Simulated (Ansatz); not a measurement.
# The (001) surface of zinc-blende CdTe, (2x1) Te dimers (bottom of the slab: anion dimers)

Method: PBE (plane waves to 420 eV, PAW; Ansatz, a program for electronic structure).

Set-up: 36 atoms, 13.0 Å thick at the start with caps and adatoms (thin: gaps and levels are the slab's own); mesh 3x3x1; 0.025 eV smearing; dipole correction on; 8 atoms held, the rest relaxed; start symmetry kept, larger cells not searched; no spin, no spin-orbit, no U.

* **gap of the slab on its k-mesh**: 0.99 eV
* **highest filled level below the top vacuum level**: 5.39 eV
* **energy released by relaxation**: 0.96 eV
